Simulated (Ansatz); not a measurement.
## TaSi₂ (model structure, from the MoSi2 type, I4/mmm, No. 139): volume per atom by level of theory

No measured value is used here.

| level (code) | value (Å³/atom) |
|---|---|
| PBE (Ansatz) | 14.76 |
| PBEsol (Ansatz) | 14.39 |
| PBE-D3(BJ) (Ansatz) | 14.27 |

Density-functional levels without +SOC have no spin–orbit coupling. Ansatz's density-functional and Hartree–Fock values are scalar-relativistic unless marked +SOC, with PAW data made under PBE.

A model structure was made by putting elements into a prototype or built by hand; it is no filed structure, need not be a known phase, and can be a saddle point held by its symmetry.

Ansatz is a first-principles code.
